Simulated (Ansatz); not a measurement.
## Al: pressure 45 GPa

Take Al in the fcc (Cu type) structure (space group Fm-3m, No. 225; a = 4.0143 Å) as the base.

It is then changed as follows: a hydrostatic pressure of 45 GPa.

All numbers come from Kohn–Sham DFT with the PBEsol functional, run in Ansatz (a program for electronic structure) with PAW and 420 eV plane waves, no SOC. Settings: 20×20×20 k-points, 0.05 eV Fermi–Dirac smearing.

| quantity | base | changed | shift |
|---|---|---|---|
| volume per atom | 16.17 Å³ | 12.11 Å³ | -4.067 Å³ |
| density | 2.77 g/cm³ | 3.70 g/cm³ | +0.93 g/cm³ |
| lattice parameter a | 4.014 Å | 3.645 Å | -0.369 Å |
| shortest interatomic distance | 2.839 Å | 2.577 Å | -0.2612 Å |
| band gap | zero | zero | – |

Final structure:

```xyz
1
Lattice="0.0000 1.8224 1.8224 1.8224 0.0000 1.8224 1.8224 1.8224 0.0000" Properties=species:S:1:pos:R:3 pbc="T T T"
Al     0.0000     0.0000     0.0000
```

Load acts through the strain it causes; cell and atoms are relaxed under it. Whether these cells are dynamically stable was not tested. Competing high-pressure phases were not computed.
